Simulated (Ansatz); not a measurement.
# Re under a change: isotropic strain −3.00 %

Start from Re in the hcp (Mg type) structure (space group P6_3/mmc, No. 194; a = 2.752 Å, c = 4.440 Å; relaxed with 0.1 eV smearing).

Modification: an isotropic linear strain of −3.00 %; the atoms relax in the strained cell.

Level of theory: PBEsol (Ansatz, a first-principles code, PAW, without spin-orbit coupling). Γ-centred 24×24×13 mesh, Fermi–Dirac width 0.1 eV.

The space group stays P6_3/mmc (No. 194) and the shortest interatomic distance falls by 0.082 Å, from 2.730 Å to 2.648 Å. The energy rises by 159 meV/atom and the pressure (mean of the normal stresses, compression positive) goes from zero to 43.5 GPa. The band gap stays zero.

Final structure:

```
CELL_PARAMETERS angstrom
      2.66933     0.00000     0.00000
     -1.33467     2.31171     0.00000
      0.00000     0.00000     4.30686
ATOMIC_POSITIONS crystal
  Re 0.66667 0.33333 0.75000
  Re 0.33333 0.66667 0.25000
```

Stability against distortions was not tested. The final runs are not spin-polarised.
